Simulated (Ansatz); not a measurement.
A computed series for Rh: response to strain

The reference is Rh in the fcc (Cu type) structure (space group Fm-3m, No. 225; a = 3.8015 Å; relaxed with 0.1 eV smearing). Axes: x, y, z lie along the cube axes.

Strains are applied to the cell and any free atomic positions relax; under biaxial strain the out-of-plane vector relaxes too.

Method: Kohn–Sham DFT with the r2SCAN functional, run in Ansatz (a program for electronic structure) with PAW and 500 eV plane waves, spin-orbit coupling left out.

Candidates:
(a) isotropic strain −1.48 %
(b) isotropic strain −0.79 %
(c) isotropic strain +1.13 %
(d) uniaxial strain ε_xx = +3.24 %
(e) biaxial strain +2.53 %, plane normal [001], relaxed out of plane

Notes on the quantities. energy relative to the base: free energy F.

Q: Order them by energy relative to the base, lowest first.

A: (b) isotropic strain −0.79 % (+7.0 meV/atom), (c) isotropic strain +1.13 % (+13 meV/atom), (d) uniaxial strain ε_xx = +3.24 % (+19 meV/atom), (e) biaxial strain +2.53 %, plane normal [001], relaxed out of plane (+23 meV/atom), (a) isotropic strain −1.48 % (+25 meV/atom)

No phonon test of stability was made. The final runs are not spin-polarised. Rh lies near a magnetic instability that expansion can trigger; it was not tested.
